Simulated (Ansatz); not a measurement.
**What pressure 1.5 GPa does to WSe2**

The reference is WSe$_{2}$ in the 2H-MoS2 type structure (space group P6_3/mmc, No. 194; a = 3.279 Å, c = 12.786 Å; layered, stacked along the Cartesian z axis).

Perturbation: a hydrostatic pressure of 1.5 GPa.

The values are results of plane-wave PAW DFT at the PBE-D3(BJ) level (Ansatz, a first-principles code, 420 eV), no spin-orbit coupling, not measurements. k-mesh 12×12×3 (Γ-centred); smearing 0.05 eV (Fermi–Dirac).

The volume per atom falls by 0.52 Å³ (19.84 Å³ → 19.32 Å³) and the density rises by 0.26 g/cm³ (9.53 g/cm³ → 9.79 g/cm³). The lattice parameter a falls by 0.016 Å, from 3.279 Å to 3.263 Å and the c/a ratio falls by 0.045, from 3.899 to 3.854. The enthalpy H = E + PV relative to the base's energy is +0.18 eV/atom and the band gap falls by 0.09 eV, from 0.87 eV to 0.78 eV. The gap character stays indirect, Γ → K–Γ (47 % along) and the mean gap deformation potential ΔEg/Δln V amounts to +3.4 eV. The valence-band top at Γ (three highest levels, from the VBM) goes from 0.00, -0.96, -1.20 eV to 0.00, -0.85, -1.31 eV.

Spin-orbit coupling, missing from the scalar runs, can matter with W. Load acts through the strain it causes; cell and atoms are relaxed under it. Whether these cells are dynamically stable was not tested.
